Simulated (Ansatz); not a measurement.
How far to go with the k-point mesh: the (110) slab of TiCo (cut from a parent of space group no. 221; 10 atoms in the cell)

```
CELL_PARAMETERS angstrom
      2.98103     0.00000     0.00000
      0.00000     4.21581     0.00000
      0.00000     0.00000    22.43159
ATOMIC_POSITIONS crystal
  Ti 0.00000 0.75000 0.31206
  Co 0.50000 0.25000 0.31206
  Ti 0.00000 0.25000 0.40603
  Co 0.50000 0.75000 0.40603
  Ti 0.00000 0.75000 0.50000
  Co 0.50000 0.25000 0.50000
  Ti 0.00000 0.25000 0.59397
  Co 0.50000 0.75000 0.59397
  Ti 0.00000 0.75000 0.68794
  Co 0.50000 0.25000 0.68794
```

Method of the run: LDA (PW92), default PAW files made with PBE (plane waves; Ansatz, an electronic-structure program).

Base settings: basis.ecutwfc = 420 eV; kpoints.mp_grid.grid = 5 4 1; hamiltonian.xc = lda; hamiltonian.pseudopotentials = {kind: paw} (the program's default PAW files); scf.occupations.method = fermi_dirac; scf.occupations.width = 0.1 eV.

Only quantities that move along the ladder and can be compared are tabulated.

The count of work is k-points × plane waves × bands × iterations; it is no time. Core times come from one kind of shared machine, to one figure; runs under 30 s give none.

The starting cell has typed, rounded lattice constants, without a prior relaxation at this level. The slab is cut from that crystal, and its faces are unrelaxed. Its lattice was rescaled by up to half a per cent. Spin polarisation is off. In the base run, forces exceed 1 eV/Å. Without a gap this mesh is coarse (it stands for a supercell whose shortest in-plane vector is 15 Å).

| kpoints.mp_grid.grid | free energy less the last step's (meV/atom) | largest difference of a force vector from the last step's (eV/Å) | count of work / last | core time / last (rough) |
|---|---|---|---|---|
| 2 2 1 | 148.27 | 0.612 | 0.024 | – |
| 3 2 1 | -47.91 | 0.146 | 0.024 | – |
| 3 3 1 | -26.89 | 0.158 | 0.024 | – |
| 4 3 1 | 3.93 | 0.166 | 0.036 | – |
| 5 4 1 | -2.28 | 0.128 | 0.055 | – |
| 6 4 1 | 0.41 | 0.026 | 0.066 | – |
| 7 5 1 | 0.21 | 0.048 | 0.066 | – |
| 8 6 1 | -0.10 | 0.020 | 0.12 | 0.1 |
| 9 7 1 | 0.52 | 0.015 | 0.11 | 0.1 |
| 11 8 1 | 0.15 | 0.004 | 0.17 | 0.2 |
| 13 9 1 | -0.03 | 0.001 | 0.19 | 0.2 |
| 15 11 1 | 0.03 | 0.002 | 0.26 | 0.3 |
| 18 13 1 | -0.03 | 0.000 | 0.39 | 0.4 |
| 21 15 1 | 0.00 | 0.000 | 0.48 | 0.5 |
| 24 17 1 | 0.00 | 0.000 | 0.64 | 0.6 |
| 28 20 1 | 0.00 | 0.000 | 1.0 | 1 |

Coarsest kpoints.mp_grid.grid that holds the forces within 0.01 eV/Å of the last step, with all finer ones: 11 8 1, at 0.17 of the last step's count of work and about 0.2 of the last step's time; the step before is off by 0.015 eV/Å.

Coarsest kpoints.mp_grid.grid that holds the free energy within 1 meV/atom of the last step, with all finer ones: 6 4 1, at 0.066 of the last step's count of work; the step before is off by 2.3 meV/atom.

Keys are those of Ansatz 0.2.
